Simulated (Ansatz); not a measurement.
L1₂ (Cu3Au-type) Ni3Al was calculated with PBEsol (Ansatz, a first-principles code, PAW).

Numerical settings: plane-wave cutoff 520 eV, 16×16×16 k mesh, Fermi–Dirac smearing 0.05 eV, spin-polarised with parallel moments, scalar-relativistic PAW data made under PBE.

Pressure at four volumes; x = ln(V/10.895 Å³). One pressure is withheld.

| V (Å³/atom) | x | P (GPa) |
|---|---|---|
| 10.242 | -0.0618 | ? |
| 10.460 | -0.0407 | 9.11 |
| 10.895 | 0.0000 | 0.00 |
| 11.549 | 0.0583 | -10.37 |

### Question
Pass a parabola P(x) through the three rows shown, estimate the bulk modulus and its pressure derivative near zero pressure, and predict the withheld pressure.

### Answer
Slopes between the rows: (0.00 − (9.11))/(0.0000 − (-0.0407)) = -223.83 and (-10.37 − (0.00))/(0.0583 − (0.0000)) = -177.87 GPa. Their difference over the span 0.0990 is c = 45.96/0.0990 = 464.2 GPa, so P(x) = 9.11 + (-223.83)(x − (-0.0407)) + 464.2 (x − (-0.0407))(x − (0.0000)). At the middle row B = −dP/dx = −[-223.83 + 464.2 × 0.0407] = 204.9 GPa, and B′ = dB/dP = 2c/B = 4.5. At x = -0.0618 the parabola gives 14.44 GPa; the run gives 14.49 GPa. The Birch–Murnaghan fit to the energies at all volumes has B0 = 203 GPa and B′ = 4.6.

Measured, for comparison: bulk modulus 174 GPa (temperature not stated, not corrected to a static lattice; as tabulated in Zarkevich et al. (2023), arXiv:2304.06869). Computed less measured: bulk modulus +17 %.
